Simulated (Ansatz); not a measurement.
Start from CdTe in the zinc blende structure (space group F-43m, No. 216; a = 6.4892 Å).

Modification: cell and atoms relaxed at a pressure of 3 GPa.

Levels (all Ansatz, a program for electronic structure, PAW): PBEsol (420 eV, no SOC); r2SCAN (500 eV, scalar-relativistic without spin-orbit coupling).

The geometry is relaxed with PBEsol.

| Property | Result |
|---|---|
| PBEsol hole mass | 0.067, 0.46, 0.46 mₑ (at Γ) |
| PBEsol electron mass | 0.066 mₑ (at Γ) |
| PBEsol band gap | 0.83 eV |

Problem. How does going to r2SCAN change the hole mass, electron mass and band gap?

Solution. The hole mass (degenerate bands, along [100]) goes from 0.067, 0.46, 0.46 mₑ (at Γ) to 0.10, 0.47, 0.47 mₑ (at Γ); the electron mass becomes 0.10 mₑ (at Γ) (PBEsol: 0.066 mₑ (at Γ)); the band gap increases by 0.64 eV, from 0.83 eV to 1.47 eV.

Single points use the geometry relaxed with PBEsol. Their cutoffs differ, which shifts pressures a little. With Te present, leaving out spin-orbit coupling can change the band edges. Load acts through the strain it causes; cell and atoms are relaxed under it. Masses are band curvatures over ±0.01 Å⁻¹ around the edge. Stability against distortions was not tested. Tetrahedral semiconductors of this kind turn to denser phases somewhere between about 1 and 50 GPa; those were not computed, so compressed cells here can lie past the real transition.
